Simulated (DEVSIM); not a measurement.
Device: abrupt Si n-p junction, at 300 K.

Layer 1 from the left is Si, thickness (μm) 32.0, Nd (cm⁻³) 3.2e17, τn (s) 3.7e-6, τp (s) 3.7e-6. Layer 2 from the left is Si, thickness (μm) 2.30, Na (cm⁻³) 8.9e15, τn (s) 3.7e-6, τp (s) 3.7e-6.

Left contact: ohmic. Right contact: ohmic. Voltage is applied to the left contact. Recombination: SRH at mid-gap, radiative. Mobility is μmin + (μ − μmin)/(1 + (N/Nref)^α).

Constants are typed, rounded textbook-type inputs, not results; the design itself was drawn at random and stands for no fabricated device. Values at 300 K.

Si: gap (eV) 1.124, affinity (eV) 4.05, permittivity 11.7, Nc (cm⁻³) 2.86e19, Nv (cm⁻³) 3.1e19, μn (cm²/Vs) 1417, μp (cm²/Vs) 470, μn,min 52, μp,min 45, Nref,n 9.7e16, Nref,p 2.2e17, αn 0.68, αp 0.72, B (cm³/s) 4.7e-15.

Model (solved in DEVSIM): 1D drift-diffusion, Boltzmann statistics, complete ionisation; no tunnelling, impact ionisation, image-force lowering or self-heating.

Dark forward current:

```csv
|V| (V),|J| (A/cm²)
0.05,3.136e-9
0.10,1.944e-8
0.15,1.187e-7
0.20,7.664e-7
0.25,5.121e-6
0.30,3.477e-5
0.35,0.0002377
0.40,0.001628
0.45,0.01116
0.50,0.07641
0.55,0.5211
0.60,3.479
0.65,20.80
0.70,87.92
0.75,232.4
0.80,441.2
0.85,693.3
0.90,975.3
0.95,1280
1.00,1604
1.05,1945
1.10,2302
```

Work out the local ideality factor n = ΔV / (kT/q · ln(J2/J1)) between the rows 0.15 and 0.20 V, 0.40 and 0.45 V, 1.05 and 1.10 V.

kT/q = 25.85 mV. From 0.15 to 0.20 V: ln(7.664e-7/1.187e-7) = 1.865, n = 1.04, near the 1 of diffusion or emission over a barrier. From 0.40 to 0.45 V: ln(0.01116/0.001628) = 1.925, n = 1.00, near the 1 of diffusion or emission over a barrier. From 1.05 to 1.10 V: ln(2302/1945) = 0.169, n = 11.48.

Estimate the current at 0.35 V from the Shockley equation with J0 = Σ q ni² D/(N L) coth(W/L), τ joining the SRH, radiative and Auger lifetimes that are on, and W taken as the whole layer.

ni² = 1.16e20 cm⁻⁶; holes in the n layer: μ = 229 cm²/Vs, D = 5.92 cm²/s, τ = 3.68e-6 s, L = 46.7 μm, W/L = 0.69, term 1.24e-13 A/cm²; electrons in the p layer: μ = 1190 cm²/Vs, D = 30.8 cm²/s, τ = 3.70e-6 s, L = 107 μm, W/L = 0.022, term 2.80e-10 A/cm². J0 = 2.80e-10 A/cm², and J = J0 exp(qV/kT) = 0.000212 A/cm². The simulation gives 0.000238 A/cm²; the estimate lies 11 % below. The estimate leaves out recombination in the depletion region and that region's share of W.
